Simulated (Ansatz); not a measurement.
MoS2, pressure series

Consider MoS2 (space group P6_3/mmc, No. 194; a = 3.109 Å, c = 11.709 Å; layered, stacked along the Cartesian z axis).

Cell and atoms are relaxed at each pressure.

The values are results of Kohn–Sham DFT with the PBEsol-D3(BJ) functional, run in Ansatz (a quantum-chemistry and plane-wave program) with PAW and 420 eV plane waves, no spin-orbit coupling, not measurements.

Candidates:
(a) pressure 7.5 GPa
(b) pressure −1 GPa
(c) pressure 5 GPa
(d) pressure −2 GPa
(e) pressure 1.5 GPa

Base values:

Band gap: 0.52 eV

Q: Order them by band gap, lowest first.

A: (a) pressure 7.5 GPa (0.16 eV), (c) pressure 5 GPa (0.26 eV), (e) pressure 1.5 GPa (0.43 eV), (b) pressure −1 GPa (0.60 eV), (d) pressure −2 GPa (0.69 eV)

Load acts through the strain it causes; cell and atoms are relaxed under it. Whether these cells are dynamically stable was not tested. No other phases were tried under pressure. The zero or small gap of MoS2 under pressure 7.5 GPa and MoS2 under pressure 5 GPa can change with the level of theory.
